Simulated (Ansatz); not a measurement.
## HfO2: energy against strain

HfO2 (fluorite, Fm-3m, 10.693 Å³/atom at rest) under an equal strain ε in the (001) plane with the normal axis free, as in a coherent film. PBEsol in Ansatz, a plane-wave DFT program (PAW, default set), 420 eV, 11×11×11 Γ-centred mesh, Fermi-Dirac smearing 0.05 eV; ions are relaxed within the symmetry of each cell.

Here s stands for strain and y for E less E0.

```
strain (%)  E less E0 (meV/atom)
----------  --------------------
-1.50                      10.00
-1.00                       4.41
-0.50                       1.12
0.00                        0.00
0.50                        1.11
1.00                        4.23
1.50                        9.43
3.00                           ?
```

Fit y of the 7 rows that show it with a parabola. Least squares gives y = 0.021 - 0.1486·s + 4.3076·s². Residuals (row less fit): 0.064, -0.067, -0.052, -0.021, 0.086, 0.050, -0.060; standard error 0.080 (degrees of freedom: 4). Twice the quadratic coefficient over the volume, 2 × 4.3076 meV × 10⁴ × 0.1602 / 10.693 Å³, is twice the biaxial elastic modulus of this plane = 1291 ± 10 GPa.

Q: Predict the withheld y at s = 3.00 from the fit, and compare with the calculation.

A: y = 0.021 - 0.1486 × 3.0 + 4.3076 × 3.0² = 38.344 meV/atom. The calculation gives 36.55 meV/atom, 1.794 meV/atom below the prediction (4.9 % of the range of y in the table). The row lies outside the fitted rows, so this is an extrapolation. From the scatter of the fitted rows alone, a prediction at this place has a standard error of 0.304 meV/atom, so the miss is 5.9 times that.

One order more, fitted to all 13 runs of the series, follows each within 0.02, so the miss is the next term of a smooth law. The primitive cell can neither tilt nor turn polar against its symmetry, as such crystals can under strain. HfO2 is here the high-temperature cubic form, which is unstable at 0 K; the monoclinic form is the stable one. Rows are the converged runs of the series near zero and its far end; series whose fitted rows scatter by over a few per cent of the range, as at a crossing or softening among them, aren't shown in this form. Most that stay on the fit to the last digits aren't either.
